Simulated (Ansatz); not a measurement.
Reference: Os (P6_3/mmc), PBEsol with spin-orbit coupling, rigid bands (plane waves, PAW; Ansatz, a program for electronic structure); geometry: cell and atoms relaxed with PBEsol.

```cif
data_Os2
_chemical_formula_sum 'Os2'
_space_group_name_H-M_alt 'P63/mmc'
_space_group_IT_number 194
_space_group_name_Hall '-P 6c 2c'
_cell_length_a 2.72599
_cell_length_b 2.72599
_cell_length_c 4.31688
_cell_angle_alpha 90.000
_cell_angle_beta 90.000
_cell_angle_gamma 120.000
loop_
_atom_site_label
_atom_site_type_symbol
_atom_site_symmetry_multiplicity
_atom_site_Wyckoff_symbol
_atom_site_fract_x
_atom_site_fract_y
_atom_site_fract_z
_atom_site_occupancy
Os1 Os 2 c 0.33333 0.66667 0.25000 1
```

The density of states at the Fermi level per atom is 0.60 states/eV and the drude plasma energy is 8.1 eV. The root-mean-square Fermi velocity comes out as 7.7 ×10⁵ m/s.

Q: Swap Os for Ru, keeping the structure type. How do these values move?

A: Ru (P6_3/mmc): volume per atom 13.9 to 13.3 Å³; density of states at the Fermi level per atom rises (0.60 states/eV to 0.78 states/eV); Drude plasma energy stays about the same (8.1 eV to 8.8 eV); root-mean-square Fermi velocity stays about the same (7.7 ×10⁵ m/s to 7.1 ×10⁵ m/s).

Q: Replace Os by Zr on the same sites and relax. What happens?

A: Zr (P6_3/mmc): volume per atom 13.9 to 22.5 Å³; density of states at the Fermi level per atom rises (0.60 states/eV to 0.98 states/eV); Drude plasma energy falls (8.1 eV to 4.1 eV); root-mean-square Fermi velocity falls (7.7 ×10⁵ m/s to 3.9 ×10⁵ m/s).

Q: Swap Os for Cd, keeping the structure type. How do these values move?

A: Cd (P6_3/mmc): volume per atom 13.9 to 21.2 Å³; density of states at the Fermi level per atom falls (0.60 states/eV to 0.23 states/eV); Drude plasma energy stays about the same (8.1 eV to 8.0 eV); root-mean-square Fermi velocity rises (7.7 ×10⁵ m/s to 15.2 ×10⁵ m/s).

Moves up to 17 % count as about the same. Metals at this level; values at 300 K, both spins, means over directions. As a rough test of the mesh, the Fermi surface's area from every second k point differs by up to 11 %.
